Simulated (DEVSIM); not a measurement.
Device: abrupt GaAs n-p junction, at 350 K.

Layer 1 from the left is GaAs, thickness (μm) 7.80, Nd (cm⁻³) 3.7e16, τn (s) 4.4e-8, τp (s) 4.4e-8. Layer 2 from the left is GaAs, thickness (μm) 5.10, Na (cm⁻³) 1.5e14, τn (s) 4.4e-8, τp (s) 4.4e-8.

Left contact: ohmic. Right contact: ohmic. Voltage is applied to the left contact. Recombination: SRH at mid-gap, radiative, Auger. Mobility is constant in doping.

The device is made up for the run: typed textbook-type constants, with dimensions and the other settings drawn at random. Values at 300 K; Nc and Nv go as T^1.5, mobilities as T to minus their exponent, the gap by Varshni's rule with the affinity fixed.

GaAs: gap (eV) 1.424, affinity (eV) 4.07, permittivity 12.9, Nc (cm⁻³) 4.7e17, Nv (cm⁻³) 9e18, μn (cm²/Vs) 8500, μp (cm²/Vs) 400, T exponent of μn 2.1, T exponent of μp 2.2, B (cm³/s) 2e-10, Cn (cm⁶/s) 1e-30, Cp (cm⁶/s) 1e-30, Varshni α (eV/K) 0.000541, Varshni β (K) 204.

DEVSIM, 1D drift-diffusion, Boltzmann statistics, complete ionisation; no tunnelling, impact ionisation, image-force lowering or self-heating.

**Question.** What does the simulation give for the dark forward voltage at 1 A/cm², the dark forward voltage at 100 A/cm², the potential step across the device at zero bias?

**Answer.** dark forward voltage at 1 A/cm² 0.742 V; dark forward voltage at 100 A/cm² 0.940 V; potential step across the device at zero bias 0.979 V.
